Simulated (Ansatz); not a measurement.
The parent structure is SiC in the wurtzite structure (space group P6_3mc, No. 186; a = 3.0760 Å, c = 5.0478 Å). Axes: x lies along a and z along c of the hexagonal cell.

Calculations: plane-wave PAW DFT at the PBEsol level (Ansatz, a first-principles code, 420 eV), no SOC.

Strains are applied to the cell and any free atomic positions relax; under biaxial strain the out-of-plane vector relaxes too.

One change was made to it. Results:

The band gap falls by 0.077 eV, from 2.12 eV to 2.05 eV; the valence-band top at Γ (three highest levels, from the VBM) becomes 0.00, 0.00, -0.19 eV (base: 0.00, 0.00, -0.11 eV); the shortest interatomic distance falls by 0.8 pm (188.3 pm → 187.5 pm); the smallest direct gap goes up by 0.08 eV, from 3.86 eV to 3.94 eV.

Problem. What was done to the base?
A) biaxial strain −1.20 %, plane normal [001], relaxed out of plane
B) biaxial strain −2.40 %, plane normal [001], relaxed out of plane
C) biaxial strain −1.80 %, plane normal [001], relaxed out of plane
D) biaxial strain −0.60 %, plane normal [001], relaxed out of plane
E) biaxial strain −3.00 %, plane normal [001], relaxed out of plane

Solution. D, biaxial strain −0.60 %, plane normal [001], relaxed out of plane. For comparison, the band gap in the other runs: biaxial strain −1.20 %, plane normal [001], relaxed out of plane gives 1.97 eV; biaxial strain −2.40 %, plane normal [001], relaxed out of plane gives 1.79 eV; biaxial strain −3.00 %, plane normal [001], relaxed out of plane gives 1.69 eV; biaxial strain −1.80 %, plane normal [001], relaxed out of plane gives 1.88 eV.

Stability against distortions was not tested.
